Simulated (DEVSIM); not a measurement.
Device: Mo/Al2O3/p-Ge capacitor, at 300 K.

```tsv
layer (left to right)	material	thickness (nm)	Na (cm⁻³)
1	Al2O3	6.80	-
2	Ge	4200	2e16
```

Metal gate on the left, work function 4.6 eV. Fixed charge at the semiconductor interface 0 cm⁻² (in units of +e); interface traps 2e12 cm⁻² eV⁻¹, uniform in energy, neutral level at 0.5 of the gap above the valence band.

The device is made up for the run: typed textbook-type constants, with dimensions and the other settings drawn at random. Values at 300 K.

```csv
parameter,Al2O3,Ge
gap (eV),6.8,0.664
affinity (eV),1.35,4
permittivity,9,16
Nc (cm⁻³),-,1.04e19
Nv (cm⁻³),-,6e18
```

Simulated with DEVSIM: 1D Poisson equation in equilibrium, Boltzmann statistics, complete ionisation; no quantum confinement or tunnelling. Metal contacts follow the ideal Schottky-Mott rule: no Fermi-level pinning, no interface dipoles.

### Question
Give the band bending (positive: bands bend down) and minority sheet density.

### Answer

```
Vg (V)  ψs (V)  minority carriers (cm⁻²)
------  ------  ------------------------
-0.35   -0.142                     < 1e8
-0.2    -0.106                     < 1e8
-0.05   -0.047                     < 1e8
0.1      0.043                     < 1e8
0.25     0.148                     < 1e8
0.4      0.257                     4.0e8
0.55     0.367                    2.1e10
0.7      0.449                    3.2e11
0.85     0.491                    1.0e12
```
